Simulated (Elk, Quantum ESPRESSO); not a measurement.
Equation of state of hcp Re (space group 194): energy against volume (Elk, PBE)

```yaml
crystal:
  lattice:
    - [2.71093, 0.00000, 0.00000]
    - [-1.35546, 2.34773, 0.00000]
    - [0.00000, 0.00000, 4.38070]
  atoms:
    - { symbol: Re, position: [0.66667, 0.33333, 0.75000] }
    - { symbol: Re, position: [0.33333, 0.66667, 0.25000] }
```

Method: Elk with PBE, all-electron FP-LAPW, Elk's shipped species files, default APW+lo basis. Settings: xctype = 20; rgkmax = 7.98; stype = 3; swidth = 0.00183747 Ha; ngridk = 24 24 13; rmtscf = 0.85; sphere radii = {Re: 2.38} bohr. The cell above is the first row's. The rows scale it uniformly. In all rows fractional positions and the k mesh are held. E is the free energy at the stated smearing, counted from the lowest row.

```
V (Å^3/atom)  E (meV/atom)
------------  ------------
13.941               88.31
14.244               41.03
14.547               12.09
14.850                0.00
15.153                2.28
15.456               17.71
15.759               45.18
16.062               83.04
16.365                   ?
```

**Question.** Using the third-order Birch-Murnaghan form, a cubic in V^(-2/3), estimate the missing E at V = 16.365 from the other rows, showing the fit.

**Answer.** With u = V^(-2/3) - 0.165, the rows have u = 0.007638, 0.005181, 0.002810, 0.000519, -0.001694, -0.003836, -0.005908, -0.007915. Least squares gives E = -0.835 + 598.65·u + 1432215·u² + 2257194·u³. Residuals (row less fit): 0.013, 0.005, -0.116, 0.138, 0.030, -0.106, 0.027, 0.008; standard error 0.107 (degrees of freedom: 4). Its minimum lies at u = -0.000209, so V0 = (0.164791)^(-3/2) = 14.95. There d²E/du² = 2862000 and d³E/du³ = 1.354e7, so B0 = (4/9) × 14.95^(-7/3) × 2862000 × 0.160218 = 370 GPa (the last factor turns the table's units into GPa), and B0' = 4 + (2/3) × 0.164791 × (1.354e7)/2862000 = 4.5. At the withheld row, u = -0.009860, so E = -0.835 + 598.65 × (-0.009860) + 1432215 × (-0.009860)² + 2257194 × (-0.009860)³ = 130.338 meV/atom. The calculation gives 130.48 meV/atom, 0.142 meV/atom above the prediction (0.1 % of the range of E in the table). The row lies outside the fitted rows, so this is an extrapolation. From the scatter of the fitted rows alone, a prediction at this place has a standard error of 0.259 meV/atom, so the miss is 0.5 times that.

Carrying the step between the two nearest rows on in a straight line would have given 120.90, off by 9.58; series whose last step already gives the withheld value aren't shown. The scan was laid around a cell of about the measured size, scaled by a guess for this functional; axis ratios and inner coordinates come from that cell. The runs keep the symmetry of the cell, so they don't test it for distortions. A plane-wave scan with the same functional (Quantum ESPRESSO, GBRV) gives V0 = 14.95 Å^3/atom and B0 = 365 GPa; a Birch-Murnaghan fit to all rows here lies 0.0 % from it in V0 and 1 % in B0; the two differ in basis, and may differ in potentials and mesh. Spin polarisation is off. Values depend on the basis (sphere radii, cutoffs, local orbitals), which need not be converged. Spin-orbit coupling is off. The shape of the cell and the inner coordinates aren't relaxed, so V0 and B0 belong to this uniform scaling; a relaxed crystal lies no higher in energy and is usually softer. Sphere radii are the same in all rows. Cutoffs and mesh are single choices, not tested for convergence of this quantity. Series with a scatter that would blur these digits, or in which a gap closes, are not shown. Nor are scans whose minimum lies at an end fitted in this form.
